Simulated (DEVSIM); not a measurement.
Structure: n-channel Si planar bulk MOSFET with Al2O3, at 300 K.

- Gate length = 50 nm
- Source drain length = 40 nm
- Dielectric thickness = 2.4 nm
- Lateral straggle = 3.5 nm
- Underlap = 0 nm
- Junction depth = 21.3 nm
- Substrate depth = 128 nm
- Gate work function = 4.18 eV
- Source and drain doping = 7e19 cm⁻³, Gaussian tails under the gate
- Body doping = 2.1e18 cm⁻³
- Lifetime = 2e-8 s
- Supply = 0.6 V
- Halo peak = 5.6e18 cm⁻³

All mobilities are scaled by 0.5; velocity saturation, μ/(1 + (μE/vsat)^b)^(1/b) with b = 2 for electrons and 1 for holes and E the electric field along each mesh edge, is on. Mobility is constant in doping.

Constants are typed, rounded textbook-type inputs, not results; the design itself was drawn at random and stands for no fabricated device. Values at 300 K.

Si: gap (eV) 1.124, affinity (eV) 4.05, permittivity 11.7, Nc (cm⁻³) 2.86e19, Nv (cm⁻³) 3.1e19, μn (cm²/Vs) 1417, μp (cm²/Vs) 470, vsat,n (cm/s) 1e7, vsat,p (cm/s) 8.4e6. Al2O3: gap (eV) 6.8, affinity (eV) 1.35, permittivity 9.

Model (solved in DEVSIM): 2D drift-diffusion, Boltzmann statistics, complete ionisation; no quantum confinement, tunnelling, impact ionisation, self-heating, contact resistance or fringe fields beside the gate. Metal contacts follow the ideal Schottky-Mott rule: no Fermi-level pinning, no interface dipoles.

Transfer curves, |Id| in μA/μm:

```
Vg (V)  Vd = 0.05 V  Vd = 0.6 V
------  -----------  ----------
-0.18      5.493e-7    9.689e-7
-0.15      1.397e-6    2.492e-6
-0.12      3.603e-6    6.455e-6
-0.09      9.260e-6    1.673e-5
-0.06      2.386e-5    4.340e-5
-0.03      6.159e-5   0.0001127
0         0.0001591   0.0002927
0.03      0.0004113   0.0007606
0.06       0.001064    0.001977
0.09       0.002753    0.005138
0.12       0.007123     0.01335
0.15        0.01842     0.03465
0.18        0.04758     0.08979
0.21         0.1226      0.2319
0.24         0.3146      0.5957
0.27         0.8005       1.514
0.3           2.003       3.768
0.33          4.846       9.016
0.36          11.02       20.12
0.39          22.71       40.48
0.42          41.51       72.18
0.45          67.38       114.9
0.48          99.09       166.6
0.51          135.2       225.3
0.54          174.2       289.3
0.57          215.3       357.1
0.6           257.7       428.1
```

Task: Work out the subthreshold swing at low drain bias from the rows at 0.06 and 0.09 V, and compare it with the thermal limit.

Result: log10(0.002753/0.001064) = 0.413 over 30.0 mV, so S = 72.7 mV/decade. The limit kT/q ln 10 is 59.5 mV/decade; the ratio is 1.22. This is the steepest step of the table.

Task: Find both thresholds at the constant current 0.1 μA × (1 μm/L) a micrometre, and the DIBL.

Result: The current is 2.00 μA/μm. Interpolating ln Id gives 0.300 V and 0.279 V; their difference over the 0.55 V of drain bias is 38 mV/V.

Source and drain are degenerate, where Boltzmann statistics are only rough. The electric field that drives the saturation includes the junctions' built-in field, which lowers the mobility there even at small currents: subthreshold currents come out too low, a known weakness of this choice.
